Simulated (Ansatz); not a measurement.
```
Si
1.0
    0.00000     2.68478     2.68478
    2.68478     0.00000     2.68478
    2.68478     2.68478     0.00000
Si
2
Direct
  0.00000   0.00000   0.00000
  0.25000   0.25000   0.25000
```

All values below come from PBE with spin-orbit coupling, rigid bands (plane waves, PAW; Ansatz, an electronic-structure program). Condition of this run: hydrostatic pressure of 3.6 GPa (compression positive) (the target of the relaxation). Cell: cell and atoms relaxed with PBEsol, then loaded as said.

### Question
Predict the electron conductivity mass (n e² τ/σ) at 300 K, by direction if it differs.

### Answer
0.29 mₑ.

### Question
Predict the hole conductivity mass (n e² τ/σ) at 300 K, by direction if it differs.

### Answer
0.36 mₑ.

### Question
And the band gap?

### Answer
0.49 eV at this level; semilocal functionals usually fall short of the measured gap.

Rigid bands, one relaxation time for all states, no polarons. Geometry: cell and atoms relaxed with PBEsol.
